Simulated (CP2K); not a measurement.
**Functionals side by side, with their cost (level): ZnSb2 (P-4n2, 6 atoms in the cell)**

```
CELL_PARAMETERS angstrom
      6.97681     0.00000     0.00000
      0.00000     6.97681     0.00000
      0.00000     0.00000     3.29395
ATOMIC_POSITIONS crystal
  Zn 0.50000 0.50000 0.50000
  Zn 0.00000 0.00000 0.00000
  Sb 0.85289 0.35289 0.25000
  Sb 0.35289 0.14711 0.75000
  Sb 0.14711 0.64711 0.25000
  Sb 0.64711 0.85289 0.75000
```

Program: CP2K, GTH-PBE potentials (GTH_POTENTIALS); each row names its functional.

Base settings: CUTOFF = 600 Ry; REL_CUTOFF = 50 Ry; SMEAR/METHOD = GAUSSIAN; SIGMA = 0.05 eV; KPOINTS/SCHEME = MACDONALD 4 4 7 0 0 0.07142857143; XC_FUNCTIONAL = PBE:PBESOL; Zn/BASIS_SET = DZVP-MOLOPT-SR-GTH; Zn/POTENTIAL = GTH-PBE-q12; Sb/BASIS_SET = DZVP-MOLOPT-SR-GTH; Sb/POTENTIAL = GTH-PBE-q5.

Differences are taken from r2SCAN, a reference of convenience: it is no measurement, and no ranking of the functionals follows.

Core times come from one kind of shared machine and are given to one figure; runs under 30 s give none.

The starting cell comes from a database of computed structures (which also holds hypothetical and non-ambient phases and stackings), without a prior relaxation at this level. Its lattice was rescaled by a random factor within 2.5 % of one. Values carry the incompleteness of an atom-centred basis. The potentials were made for another functional than the one used. The run gives no clean gap (levels at the Fermi energy touch, overlap or are partly filled at this smearing), which alone does not show that the compound is a metal.

```
level            pressure less reference (GPa)  largest difference in the force on any atom (eV/Å)  core time / reference (rough)
---------------  -----------------------------  --------------------------------------------------  -----------------------------
LDA (Pade form)                          -3.01                                               0.106                            0.3
BLYP                                      4.68                                               0.127                            0.3
Wu-Cohen GGA                             -0.18                                               0.054                            0.3
vdW-DF2                                   6.80                                               0.197                            0.5
vdW-DF-cx                                 0.57                                               0.037                            0.5
PBEsol                                   -0.38                                               0.061                            0.5
r2SCAN                                    0.00                                               0.000                              1
```

Left out of this page: 3 runs of the series held back from this collection.
